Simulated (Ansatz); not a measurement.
The starting structures come from a database of crystals and need not be the phases stable at ambient conditions.

 Where the default PAW files enter, the runs use the earlier of Ansatz's two default sets.

Inside the gap of an insulator the Bloch states are evanescent, with a wavenumber k + iκ along the transport direction.

Input:

```xyz
20
Lattice="5.6851 0.0000 0.0000 0.0000 5.8035 0.0000 0.0000 0.0000 8.3453" Properties=species:S:1:pos:R:3 pbc="T T T"
La     5.6199     0.2590     2.0863
La     0.0652     5.5446     6.2590
La     2.7774     2.6428     6.2590
La     2.9077     3.1607     2.0863
Sc     0.0000     2.9018     0.0000
Sc     2.8425     0.0000     0.0000
Sc     2.8425     0.0000     4.1727
Sc     0.0000     2.9018     4.1727
O      0.5715     2.7058     2.0863
O      5.1136     3.0978     6.2590
O      3.4140     0.1960     6.2590
O      2.2711     5.6075     2.0863
O      1.6849     4.0841     7.8987
O      4.0001     1.7195     0.4466
O      4.5275     4.6212     0.4466
O      1.1576     1.1823     7.8987
O      1.1576     1.1823     4.6193
O      4.5275     4.6212     3.7260
O      4.0001     1.7195     3.7260
O      1.6849     4.0841     4.6193
```

Space group of this cell: Pnma. The cell is strained (lengths along the current scaled by 1.03, ions clamped); by PBEsol its mean pressure is -7.7 GPa.

Transport runs along the normal of the first two printed cell vectors.

No gap correction and no spin-orbit coupling; mid-gap values are interpolated between computed energies.

Question: Give the band gap and the smallest decay constant κ at mid-gap that PBEsol (Ansatz, a quantum-chemistry and plane-wave program) yields.

Answer: Gap 3.83 eV on a 6×6×4 mesh; κ = 0.348 1/Å, at the zone centre.
